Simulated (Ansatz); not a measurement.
A self-consistent single point of NiS (P1, 4 atoms in the cell) with Ansatz (a program for electronic structure).

Method of the run: PBEsol, PAW files made with PBE (plane waves; Ansatz).

The change in words: atoms moved at random. Reference geometry:
```
NiS
1.0
    3.41116     0.00000     0.00000
   -1.70558     2.95415     0.00000
    0.00000     0.00000     5.14014
Ni S
2 2
Cartesian
  0.00000   0.00000   2.57007
  0.00000   0.00000   0.00000
  0.00000   1.96944   3.85510
  1.70558   0.98472   1.28503
```

Reference input (self-consistent single point, DFT, PBEsol, plane waves, PAW files made with PBE): kpoints.mp_grid.grid = 15 15 9; hamiltonian.xc = pbesol; hamiltonian.pseudopotentials = {kind: paw} (an earlier, softer set of the program's PAW files); scf.occupations.method = fermi_dirac; scf.occupations.width = 0.1 eV. This run's input differs from it in these lines:

Ansatz 0.2 input:
```diff
@@ -6,6 +6,6 @@
   atoms:
-    - { symbol: Ni, position: [0.00000000, 0.00000000, 0.50000000] }
-    - { symbol: Ni, position: [0.00000000, 0.00000000, 0.00000000] }
-    - { symbol: S, position: [0.33333300, 0.66666700, 0.75000000] }
-    - { symbol: S, position: [0.66666700, 0.33333300, 0.25000000] }
+    - { symbol: Ni, position: [0.00078600, -0.00267600, 0.49868800] }
+    - { symbol: Ni, position: [0.00322000, 0.00198500, -0.00712800] }
+    - { symbol: S, position: [0.32842200, 0.65265600, 0.75408000] }
+    - { symbol: S, position: [0.66757200, 0.34803400, 0.25436000] }
 kpoints:
```

Output (repeated stretches shortened):

```
SCF iter   1: F=—  HF=-13385.834797 eV  |F-HF|=—  |Δ(HF+E_count)|=         —  Δρ=2.58e-1  dr2=3.00e1  ethr=3.10e-3  ⟨swp⟩=6.2  Hψ=130850  notcnv=0
all-band conjugate gradients solve this SCF's bands
preconditioner: auto → Kerker (q_TF=auto, 2.694 Å⁻¹)
SCF iter   2: F=—  HF=-13382.057130 eV  |F-HF|=—  |Δ(HF+E_count)|=    3.78e0  Δρ=5.53e-2  dr2=2.49e0  ethr=3.10e-3  ⟨swp⟩=3.4  Hψ=71682  notcnv=0
   [... lines left out ...]
SCF iter   7: F=—  HF=-13381.261590 eV  |F-HF|=—  |Δ(HF+E_count)|=   3.46e-5  Δρ=4.44e-4  dr2=5.77e-5  ethr=9.22e-7  ⟨swp⟩=2.4  Hψ=51930  notcnv=0
SCF iter   8: F=—  HF=-13381.261597 eV  |F-HF|=—  |Δ(HF+E_count)|=   7.28e-6  Δρ=8.03e-5  dr2=2.82e-6  ethr=1.20e-7  ⟨swp⟩=2.6  Hψ=54049  notcnv=0
SCF iter   9: F=—  HF=-13381.261598 eV  |F-HF|=—  |Δ(HF+E_count)|=   9.44e-7  Δρ=3.59e-5  dr2=4.85e-7  ethr=5.88e-9  ⟨swp⟩=2.1  Hψ=44571  notcnv=0
SCF iter  10: F=-13381.261598 eV  HF=-13381.261598 eV  |F-HF|=1.37e-8  |Δ(HF+E_count)|=  5.89e-10  Δρ=8.74e-6  dr2=2.89e-8  ethr=2.08e-10  ⟨swp⟩=6.9  Hψ=150261  notcnv=0
SCF 1 converged in 10 iterations: F = -13381.261598 eV  dr2 = 2.89e-8
Free energy (F): -13381.261598 eV
Internal energy: -13381.171739 eV  (E = F + TS)
E sigma→0 (E₀):  -13381.216669 eV
Entropy (-TS):   -0.089859 eV (-22.465 meV/atom)
Fermi energy:    13.659969 eV
--- Forces (eV/Å), atoms counted from 1 ---
  atom   1  Ni    -0.06011731     0.05352600    -0.03799929
  atom   2  Ni    -0.04114944    -0.05877864     0.30951319
  atom   3  S     -0.03781595     0.29852079    -0.13930879
  atom   4  S      0.13907675    -0.29326653    -0.13219881
--- Stress (GPa, compression-positive) ---
       -1.682001      -0.014495      -0.074007
       -0.014495      -1.343970       0.007695
       -0.074007       0.007695      -2.935787
  P = ⅓ Tr σ = -1.9873 GPa (-19.873 kbar)
  The stress holds the Pulay correction. Without it, at fixed plane waves, as pw.x and ABINIT print it: P = -2.0551 GPa
```

The run converged in 10 iterations. Against the reference run the free energy goes up by 5.8 meV/atom, the pressure goes from -2.30 to -1.99 GPa and the largest force goes from 0.000 to 0.350 eV/Å.

The starting cell comes from a database of computed structures (which also holds hypothetical and non-ambient phases and stackings), without a prior relaxation at this level. Its lattice was rescaled by a random factor within 2.5 % of one. For this run, on top of that: atoms moved at random. Spin polarisation is off, so a magnetic state, if there is one, cannot be reached. Ansatz's pressure includes its estimate of the finite-basis (Pulay) stress.

Cost on one core of a shared machine: roughly 2 min.
